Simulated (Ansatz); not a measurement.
Consider MoP in the CsCl type structure (space group Pm-3m, No. 221; a = 3.0038 Å; a hypothetical phase, not in the database extracts checked; relaxed with 0.1 eV smearing). Axes: x, y, z lie along the cube axes.

The values are results of PBE (Ansatz, a quantum-chemistry and plane-wave program; PAW; 420 eV plane waves; no SOC), not measurements.

Modification: uniaxial strain ε_xx = +1.97 %, all other strain components held at zero; the atoms relax in the strained cell.

Predict the stress tensor and what it implies for the stiffness.

Stress of the strained cell less that of the base (GPa, compression positive):
```
   -8.2     0.0     0.0
    0.0    -2.3     0.0
    0.0     0.0    -2.3
```

Then −Δσ_ii/ε with ε = 0.0197 gives secant stiffness values (nonlinear terms included at this strain): C11 ≈ 419 GPa, C12 ≈ 117 GPa and C13 ≈ 117 GPa.

As a check, the harmonic strain energy −½ V₀ Δσ:ε is 6.9 meV/atom; the computed energy rise is 7.0 meV/atom.

Whether these cells are dynamically stable was not tested. All final runs are without spin polarisation.
